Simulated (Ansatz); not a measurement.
This Ansatz (a quantum-chemistry and plane-wave program) input is the reference run, GaCuSe2 in the chalcopyrite structure (space group I-42d, No. 122), computed with PBEsol (Ansatz), without spin-orbit coupling:

Ansatz 0.2 input:
```yaml
crystal:
  lattice:
    - [-2.7850181027, 2.7850181027, 5.5373898907]
    - [2.7850181027, -2.7850181027, 5.5373898907]
    - [2.7850181027, 2.7850181027, -5.5373898907]
  atoms:
    - { symbol: Ga, position: [0.5, 0.5, 0] }
    - { symbol: Ga, position: [0.25, 0.75, 0.5] }
    - { symbol: Cu, position: [0, 0, 0] }
    - { symbol: Cu, position: [0.75, 0.25, 0.5] }
    - { symbol: Se, position: [0.875, 0.8832010598, 0.5082010598] }
    - { symbol: Se, position: [0.1167989402, 0.625, 0.9917989402] }
    - { symbol: Se, position: [0.375, 0.3667989402, 0.4917989402] }
    - { symbol: Se, position: [0.6332010598, 0.125, 0.0082010598] }
basis: { ecutwfc: 420, ecutrho_ratio: 4, xc_grid: 2, fft_grid_basis: typed }
kpoints: { mp_grid: { grid: [8, 8, 8] } }
hamiltonian:
  xc: pbesol
  dispersion: none
  pseudopotentials: { kind: paw }
scf: { occupations: { method: fermi_dirac, width: 0.05 }, convergence: { dr2_threshold: 0.0000000008 } }
output: { forces: true, stress: true }
checkpoint: { write: state.ck, write_every: 1000 }
```

Write the input for this change: uniaxial strain ε_zz = +2.25 %, all other strain components held at zero, atoms relaxed at fixed cell.


Ansatz 0.2 input:
```yaml
crystal:
  lattice:
    - [-2.7850181027, 2.7850181027, 5.6619811632]
    - [2.7850181027, -2.7850181027, 5.6619811632]
    - [2.7850181027, 2.7850181027, -5.6619811632]
  atoms:
    - { symbol: Ga, position: [0.5, 0.5, 0] }
    - { symbol: Ga, position: [0.25, 0.75, 0.5] }
    - { symbol: Cu, position: [0, 0, 0] }
    - { symbol: Cu, position: [0.75, 0.25, 0.5] }
    - { symbol: Se, position: [0.875, 0.8832010598, 0.5082010598] }
    - { symbol: Se, position: [0.1167989402, 0.625, 0.9917989402] }
    - { symbol: Se, position: [0.375, 0.3667989402, 0.4917989402] }
    - { symbol: Se, position: [0.6332010598, 0.125, 0.0082010598] }
basis: { ecutwfc: 420, ecutrho_ratio: 4, xc_grid: 2, fft_grid_basis: typed }
kpoints: { mp_grid: { grid: [8, 8, 8] } }
hamiltonian:
  xc: pbesol
  dispersion: none
  pseudopotentials: { kind: paw }
scf: { occupations: { method: fermi_dirac, width: 0.05 }, convergence: { dr2_threshold: 0.0000000008 } }
relax: { f_tol: 0.005, max_steps: 50 }
output: { forces: true, stress: true }
checkpoint: { write: state.ck, write_every: 1000 }
```
This is the input that was run.

Whether these cells are dynamically stable was not tested. All final runs are without spin polarisation.
